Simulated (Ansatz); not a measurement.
The starting structures come from a database of crystals and need not be the phases stable at ambient conditions.

Tunnelling through a barrier is set by its complex band structure: the current falls as exp(−2κd) with the smallest κ.

Given:

```
CELL_PARAMETERS angstrom
      6.31549    -0.17802     0.00000
      1.25187     8.19864     0.00000
      0.00000     0.00000     5.78934
ATOMIC_POSITIONS crystal
  Tl 0.13080 0.83466 0.49409
  Tl 0.86920 0.16534 0.99409
  Tl 0.28625 0.51684 0.01750
  Tl 0.71375 0.48316 0.51750
  Cu 0.43598 0.99423 0.84215
  Cu 0.56402 0.00577 0.34215
  As 0.22759 0.26607 0.53221
  As 0.77241 0.73393 0.03221
  O  0.70673 0.79973 0.31489
  O  0.29327 0.20027 0.81489
  O  0.82637 0.52845 0.04575
  O  0.17363 0.47155 0.54575
  O  0.44964 0.21961 0.35723
  O  0.55036 0.78039 0.85723
  O  0.01375 0.17510 0.44360
  O  0.98625 0.82490 0.94360
```

Space group of this cell: P2_1. The cell was relaxed by PBE-D3(BJ); by r2SCAN its mean pressure is -3.4 GPa.

Transport runs along the normal of the first two printed cell vectors.

The gap is the functional's own, uncorrected, and κ follows it; spin-orbit coupling is left out. Mid-gap values are interpolated between the computed energies.

Question: Give the band gap and the smallest decay constant κ at mid-gap that Ansatz (a program for electronic structure) with r2SCAN yields.

Answer: Gap 2.04 eV on a 6×4×6 mesh; κ = 0.317 1/Å, at (0.000, 0.500) of the in-plane reciprocal vectors. At the zone centre, at the nearest computed energy, the slowest state has κ = 0.39 1/Å.
